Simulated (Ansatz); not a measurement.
We consider cubic perovskite CsCdCl3, described by rVV10 (Ansatz, a quantum-chemistry and plane-wave program, plane waves, PAW).

Numerical settings: plane-wave cutoff 520 eV, 8×8×8 k mesh, Fermi–Dirac smearing 0.01 eV, scalar-relativistic PAW data made under PBE.

Computed at the level's own relaxed cell.

Task: Give the computed band gap, equilibrium volume per atom, smallest direct gap on the k points sampled, lattice parameter a and pressure derivative B′ of the bulk modulus.

Result: 
- band gap: 1.68 eV
- equilibrium volume per atom: 29.32 Å³/atom
- smallest direct gap on the k points sampled: 2.17 eV
- lattice parameter a: 5.273 Å
- pressure derivative B′ of the bulk modulus: 4.9

Spin–orbit coupling is not included.

Computing time: roughly 90 core-seconds.
